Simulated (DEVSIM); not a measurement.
System: abrupt Si p-n junction, at 250 K.

Layer 1 from the left is Si, thickness (μm) 6.10, Na (cm⁻³) 2.7e18, τn (s) 2.5e-6, τp (s) 2.5e-6. Layer 2 from the left is Si, thickness (μm) 110, Nd (cm⁻³) 3.5e15, τn (s) 2.5e-6, τp (s) 2.5e-6.

Left contact: ohmic. Right contact: ohmic. Voltage is applied to the left contact. Recombination: SRH at mid-gap. Mobility is μmin + (μ − μmin)/(1 + (N/Nref)^α).

The device is made up for the run: typed textbook-type constants, with dimensions and the other settings drawn at random. Values at 300 K; Nc and Nv go as T^1.5, mobilities as T to minus their exponent, the gap by Varshni's rule with the affinity fixed.

Si: gap (eV) 1.124, affinity (eV) 4.05, permittivity 11.7, Nc (cm⁻³) 2.86e19, Nv (cm⁻³) 3.1e19, μn (cm²/Vs) 1417, μp (cm²/Vs) 470, μn,min 52, μp,min 45, Nref,n 9.7e16, Nref,p 2.2e17, αn 0.68, αp 0.72, T exponent of μn 2.3, T exponent of μp 2.2, Varshni α (eV/K) 0.000473, Varshni β (K) 636.

### Question
Estimate by hand the built-in potential, the peak field at zero bias, the capacitance at -1.5 V, and compare with a numerical solution.

### Answer

- Built-in potential: ni = √(Nc Nv) exp(−Eg/2kT) = 8.01e7 cm⁻³ with Eg = 1.136 eV; Vbi = kT/q ln(Na Nd/ni²) = 0.901 V; numerical 0.901 V.
- Peak field at zero bias: depletion approximation: W = √(2εVbi/(qN)) = 0.577 μm with N = 3.50e15 cm⁻³; field = 2Vbi/W = 31200 V/cm; numerical 85100 V/cm (estimate below by 63 %).
- Capacitance at -1.5 V: C = √(qεN / 2(Vbi + |V|)) = 11.0 nF/cm²; numerical 11.2 nF/cm² (estimate below by 1.7 %).

Simulated with DEVSIM: 1D drift-diffusion, Boltzmann statistics, complete ionisation; no tunnelling, impact ionisation, image-force lowering or self-heating.
